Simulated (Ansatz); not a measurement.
Base system: Zr in the hcp (Mg type) structure (space group P6_3/mmc, No. 194; a = 3.244 Å, c = 5.158 Å; relaxed with 0.1 eV smearing).

Computed with Ansatz (an electronic-structure program), r2SCAN, PAW, cutoff 500 eV, no SOC.

Before the change:

```
Item        Value
--------  -------
Pressure  0.0 GPa
Band gap     zero
```

One thing is altered: an isotropic linear strain of +0.89 %, atoms relaxed at fixed cell.

### Question
Predict the new energy relative to the base.

### Answer
The energy goes up by 4.8 meV/atom.

### Question
Estimate the effect on the pressure.

### Answer
The pressure (mean of the normal stresses, compression positive) goes from zero to -2.4 GPa.

### Question
Estimate the effect on the band gap.

### Answer
The band gap remains zero.

Stability against distortions was not tested. All final runs are without spin polarisation.
